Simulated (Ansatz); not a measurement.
An Ansatz (an electronic-structure program) input (DFT with r2SCAN, PAW potentials and a 500 eV plane-wave cutoff in Ansatz, without spin-orbit coupling):

Ansatz 0.2 input:
```yaml
crystal:
  lattice:
    - [2.9272413345, 0, 0]
    - [-1.4636206673, 2.5224530932, 0]
    - [0, 0, 2.8353576439]
  atoms:
    - { symbol: W, position: [0, 0, 0] }
    - { symbol: C, position: [0.3333333333, 0.6666666667, 0.5] }
basis: { ecutwfc: 500, ecutrho_ratio: 4, xc_grid: 4, fft_grid_basis: typed }
kpoints: { mp_grid: { grid: [23, 23, 20] } }
hamiltonian:
  xc: r2scan
  dispersion: none
  pseudopotentials: { kind: paw }
scf: { occupations: { method: fermi_dirac, width: 0.1 }, convergence: { dr2_threshold: 0.0000000002 } }
relax: { f_tol: 0.005, max_steps: 50 }
output: { forces: true, stress: true }
checkpoint: { write: state.ck, write_every: 1000 }
```

**Question.** Which symmetry and how many k-points will the program report, and about how many plane waves at Γ?

**Answer.** Space group Amm2 (ITA 38) with 4 operations, k-points 1584 of 10580, and 539 plane waves at Γ.

**Question.** And the final pressure?

**Answer.** -1.89 GPa (compression positive).

The cells carry an imposed strain or load. No phonon test of stability was made. The final runs are not spin-polarised. The cell was made from WC (space group P-6m2, No. 187) by this change: uniaxial strain ε_xx = +0.50 %.
